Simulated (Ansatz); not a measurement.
We consider SiO2 (model structure, started from the alpha cristobalite type, P4₁2₁2, No. 92, 12 atoms in the cell), described by r²SCAN in Ansatz (plane waves, PAW).

Run with plane-wave cutoff 560 eV, 8×8×6 k mesh (along the axes of the cell as run), Fermi–Dirac smearing 0.01 eV, scalar-relativistic PAW data made under PBE.

Cell (relaxed at this level):

```cif
data_O8Si4
_chemical_formula_sum 'Si4 O8'
_space_group_name_H-M_alt 'P41212'
_space_group_IT_number 92
_space_group_name_Hall 'P 4abw 2nw'
_cell_length_a 4.97890
_cell_length_b 4.97890
_cell_length_c 6.91532
_cell_angle_alpha 90.000
_cell_angle_beta 90.000
_cell_angle_gamma 90.000
loop_
_atom_site_label
_atom_site_type_symbol
_atom_site_symmetry_multiplicity
_atom_site_Wyckoff_symbol
_atom_site_fract_x
_atom_site_fract_y
_atom_site_fract_z
_atom_site_occupancy
Si1 Si 4 a 0.30253 0.30253 0.00000 1
O1 O 8 b 0.23814 0.10942 0.18151 1
```

**Question.** What does this level give for the band gap?

**Answer.** 
- band gap: 6.35 eV (on the SCF k mesh)

A model structure was made by putting elements into a prototype or built by hand; here it ended with the formula and space group of a phase in our tables.

Ansatz is a program for electronic structure.
